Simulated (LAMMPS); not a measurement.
MD of Al (fcc) with 75 % of Al sites Cu at zero pressure over temperature, 4000 atoms; each row names its start.

Level of theory: classical MD, pair style eam/alloy, file AlCu.eam.alloy, run in LAMMPS.

```json
[
 {"T (K), start": "300, crystal", "state": "crystal; no diffusion seen in 30 ps", "volume": "12.9388 ± 0.0003 Å³/atom", "enthalpy": "-3.5491 ± 0.0001 eV/atom", "first peak of g(r), Al-Cu": "2.64 Å, height 6.7", "coordination number of Al by Cu": "9.0 (counted to 3.18 Å)", "D(Al)": "-", "D(Cu)": "-"},
 {"T (K), start": "880, crystal", "state": "crystal; no diffusion seen in 30 ps", "volume": "13.4749 ± 0.0001 Å³/atom", "enthalpy": "-3.3868 ± 0.0001 eV/atom", "first peak of g(r), Al-Cu": "2.64 Å, height 4.0", "coordination number of Al by Cu": "9.2 (counted to 3.30 Å)", "D(Al)": "-", "D(Cu)": "-"},
 {"T (K), start": "1190, melt", "state": "liquid", "volume": "14.512 ± 0.001 Å³/atom", "enthalpy": "-3.1993 ± 0.0002 eV/atom", "first peak of g(r), Al-Cu": "2.61 Å, height 2.9", "coordination number of Al by Cu": "11.0 (counted to 3.66 Å)", "D(Al)": "(3.09 ± 0.08) × 10^-5 cm²/s", "D(Cu)": "(3.28 ± 0.06) × 10^-5 cm²/s"},
 {"T (K), start": "1440, melt", "state": "liquid", "volume": "14.966 ± 0.002 Å³/atom", "enthalpy": "-3.1097 ± 0.0005 eV/atom", "first peak of g(r), Al-Cu": "2.61 Å, height 2.7", "coordination number of Al by Cu": "10.9 (counted to 3.70 Å)", "D(Al)": "(5.4 ± 0.1) × 10^-5 cm²/s", "D(Cu)": "(5.81 ± 0.06) × 10^-5 cm²/s"},
 {"T (K), start": "1750, melt", "state": "liquid", "volume": "15.556 ± 0.003 Å³/atom", "enthalpy": "-3.0028 ± 0.0003 eV/atom", "first peak of g(r), Al-Cu": "2.58 Å, height 2.5", "coordination number of Al by Cu": "10.5 (counted to 3.70 Å)", "D(Al)": "(8.6 ± 0.2) × 10^-5 cm²/s", "D(Cu)": "(9.1 ± 0.1) × 10^-5 cm²/s"}
]
```

Caution (rows 300, crystal; 880, crystal): the random arrangement on this lattice is imposed, and need not be a phase that exists in equilibrium.

Caution (rows 880, crystal; 1190, melt; 1440, melt; 1750, melt): a run this short can hold a crystal over, or a liquid under, the potential's own melting point, which these runs don't give.

States go by the mean squared displacement: a species diffuses where it passes 1.5 Å², still rises and gives D over 1e-6 cm²/s; a crystal has left its structure where atoms lie 0.35 Å off their sites on average or a cubic box changes its shape by 3 %, or the axial ratios of another lie 8 % off the starting cell's, which the potential's own relaxation can also do.

Errors of D are the spread over four groups of atoms in one short run; a floor of about 5 %, a picked value, is safer.

Errors shown are sampling errors alone.
